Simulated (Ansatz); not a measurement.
Base system: LiCl in the rock salt structure (space group Fm-3m, No. 225; a = 5.112 Å). Axes: x, y, z lie along the cube axes.

Method: r2SCAN (Ansatz, a quantum-chemistry and plane-wave program, PAW, no SOC).

Base values:

- Band gap: 7.29 eV
- Gap character: direct at Γ
- Pressure: 0.00 GPa

Perturbation: the cell is compressed by 0.80 % along x with no lateral relaxation, atoms relaxed at fixed cell.

Predict the new band gap, gap character and pressure.

The band gap goes up by 0.04 eV (7.29 eV → 7.33 eV); the gap character remains direct at Γ; the pressure (mean of the normal stresses, compression positive) goes from zero to 0.29 GPa.

The cells carry an imposed strain or load. No phonon test of stability was made. k-point labels follow each cell's own Brillouin zone.
